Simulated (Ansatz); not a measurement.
Carrier properties of monolayer SnS₂

```xyz
3
Lattice="3.7385 0.0000 0.0000 -1.8693 3.2377 0.0000 0.0000 0.0000 18.9363" Properties=species:S:1:pos:R:3 pbc="T T T"
Sn     0.0000     0.0000     9.4681
S      0.0000     2.1584    10.9335
S      1.8693     1.0792     8.0028
```

These are PBE with spin-orbit coupling, rigid bands (plane waves, PAW; Ansatz, a program for electronic structure) values and carry that method's errors. Condition of this run: biaxial strain +1 % with spin-orbit coupling. Geometry: cell and atoms relaxed with PBE, then loaded as said.

| Quantity | Result |
|---|---|
| band gap | 1.59 eV |
| electron conductivity mass (300 K, dilute) | 0.41 mₑ |
| hole conductivity mass (300 K, dilute) | 0.58 mₑ |
| effective density of states N_c (300 K) | 1.5e13 cm⁻² |
| effective density of states N_v (300 K) | 5.7e13 cm⁻² |
| Seebeck coefficient, n-type 1.9e12 cm⁻², 300 K | -350 μV/K |
| Seebeck coefficient, p-type 1.9e12 cm⁻², 300 K | 452 μV/K |

Rigid bands; masses and Seebeck coefficients take one relaxation time τ for all states and one kind of carrier; polarons and phonon drag are left out.
